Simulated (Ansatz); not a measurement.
Consider Al2O3 in the corundum structure (space group R-3c, No. 167; a = 4.774 Å, c = 13.015 Å (hexagonal axes)). Axes: x lies along a and z along c of the hexagonal cell.

Calculations: PBEsol, PAW, 420 eV (Ansatz, a first-principles code; no SOC).

Strains are applied to the cell and any free atomic positions relax; under biaxial strain the out-of-plane vector relaxes too.

One change was made to it. Results:

```tsv
quantity	base	after
band gap	6.03 eV	5.12 eV
gap character	direct at Γ	direct at Γ
valence-band top at Γ (three highest levels, from the VBM)	0.00, -0.04, -0.04 eV	0.00, -0.39, -0.39 eV
```

Which change produced these results?
(A) biaxial strain +2.25 %, plane normal [001], relaxed out of plane
(B) biaxial strain +3.00 %, plane normal [001], relaxed out of plane
(C) biaxial strain +1.50 %, plane normal [001], relaxed out of plane

B, biaxial strain +3.00 %, plane normal [001], relaxed out of plane. For comparison, the band gap in the other runs: biaxial strain +1.50 %, plane normal [001], relaxed out of plane gives 5.57 eV; biaxial strain +2.25 %, plane normal [001], relaxed out of plane gives 5.35 eV.

Stability against distortions was not tested.
